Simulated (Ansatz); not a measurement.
The reference is KZnF3 in the cubic perovskite structure (space group Pm-3m, No. 221; a = 4.0523 Å).

Method: PBEsol, PAW, 420 eV (Ansatz, a first-principles code; no spin-orbit coupling).

For the base:

| Item | Result |
|---|---|
| Gap character | indirect, R → Γ |
| Smallest direct gap | 5.52 eV |
| Band gap | 3.71 eV |

The change: a hydrostatic pressure of 10 GPa.

Task: Predict the new gap character, smallest direct gap and band gap.

Result: The gap character changes from indirect, R → Γ to indirect, M → Γ; the smallest direct gap rises by 0.87 eV to 6.39 eV; the band gap increases by 0.26 eV to 3.97 eV.

Load acts through the strain it causes; cell and atoms are relaxed under it. Stability against distortions was not tested. Competing high-pressure phases were not computed. Many cubic perovskites are stable only at high temperature; tilts and polar distortions were not tested.
